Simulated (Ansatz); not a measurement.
The (320) surface of fcc Au in its 1x1 cell, outermost plane spacing 0.58 Å in the ideal cut

Computed with PBE (plane waves to 420 eV, PAW; Ansatz, a first-principles code).

Slab: 19 atoms, 10.4 Å thick at the start (thin: gaps and levels are the slab's own); k 9x5x1, smearing 0.1 eV, dipole-corrected; all atoms relaxed; held to the part of the start's symmetry that mesh and held atoms allow; no spin, no spin-orbit, no U.

* **surface energy (mean of both faces)**: 58 meV/Å²
* **surface energy before relaxation**: 1.02 J/m²
* **work function of the top face**: 4.92 eV
* **energy released by relaxation**: 0.36 eV
* **cost**: roughly 13 core-minutes
